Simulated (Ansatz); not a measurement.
fluorite-type CoSi2 (0 0 1) on Si0.5Ge0.5, ordered in pairs of (001) planes (0 0 1), half a monolayer of S at both interfaces (film strained to the substrate, faces as cut)

A periodic stack without vacuum, fluorite-type CoSi2 (0 0 1) on Si0.5Ge0.5, ordered in pairs of (001) planes (0 0 1), half a monolayer of S at both interfaces (film strained to the substrate, faces as cut): substrate slab Ge12Si8, film Co8Si16S2, surface cells [[-2, 0], [-1, -1]] and [[-2, 0], [-1, -1]], film strained by +4.4 and +4.6 %, faces Ge/Ge and Si/Co as cut (like faces can put a slab off its formula).

The start was prepared with a machine-learned potential, and the result is one local minimum, with the in-plane cell held and forces under 0.04 eV/Å; the film can end far from its bulk form.

These are PBE (plane waves to 420 eV, PAW; Ansatz, a quantum-chemistry and plane-wave program) values and carry that method's errors. Scalar-relativistic, without spin–orbit coupling; the runs are not spin-polarised; PBE gaps are too small against experiment. Its k-point mesh 4×7×1, Fermi–Dirac width 0.05 eV.

| Item | Result |
|---|---|
| interface area | 31.4 Å² |
| period | 26.06 Å |
| gaps between the outermost planes at the two interfaces | 1.22 and 0.79 Å |
| Ge–Si contacts across the interfaces within 1.22 times the sum of covalent radii | 2, mean 2.54 Å |
| Ge–S contacts across the interfaces within 1.22 times the sum of covalent radii | 1, mean 2.37 Å |
| Co–Ge contacts across the interfaces within 1.22 times the sum of covalent radii | 1, mean 2.33 Å |

```xyz
46
Lattice="7.9134 0.0004 0.4620 0.0009 3.9578 -0.0173 4.6396 0.2139 26.3720" Properties=species:S:1:pos:R:3 pbc="T T T"
Ge     6.1540     4.5399     0.6563
Ge     8.7904     4.4637     0.3186
Ge     5.4489     2.5726     1.9861
Ge     9.2052     2.5111     1.8665
Ge     5.0714     4.5479     5.8691
Ge     9.1553     4.5119     6.2043
Ge     4.9837     2.5846     7.3611
Ge     9.0626     2.5310     7.6725
Ge     4.8964     4.3514    11.5503
Ge     8.6810     4.7532    11.7092
Ge     5.4953     2.3210    12.9859
Ge     7.9271     2.8200    12.9924
Si     7.3423     2.5518     3.4648
Si     3.2259     2.5239     2.9496
Si     3.1926     4.5125     4.2992
Si     7.2324     4.5350     4.7553
Si     6.9286     2.5746     8.8078
Si     3.0020     2.5556     8.7808
Si     2.9210     4.5374    10.1282
Si     6.8506     4.5629    10.1093
Co     9.5537     3.3943    19.5087
Co     5.6757     3.3933    19.2716
Co     3.8441     1.4460    16.6783
Co     7.7926     1.3436    16.5799
Co     9.0921     3.2527    24.5253
Co     5.0478     3.9882    24.0511
Co     3.5445     1.2648    21.7976
Co     7.4609     1.6338    21.9854
Si     7.6964     3.3604    18.0627
Si     3.7053     3.4247    17.9680
Si     9.6524     1.4098    18.2577
Si     5.7890     1.4161    18.0162
Si     9.9288     1.3965    15.7482
Si     5.7683     1.3762    15.3614
Si     7.8077     3.3091    15.4426
Si     4.2126     3.4089    15.5179
Si     7.2233     3.6440    23.2359
Si     3.1797     3.2508    22.9663
Si     9.3505     1.2876    23.3006
Si     5.4285     1.9319    23.0995
Si     9.5288     1.4207    20.7965
Si     5.5751     1.4162    20.5631
Si     7.5344     3.5711    20.6869
Si     3.5926     3.2821    20.4607
S     10.4510    -0.6273    14.5128
S      8.9338     1.2646    25.6468
```
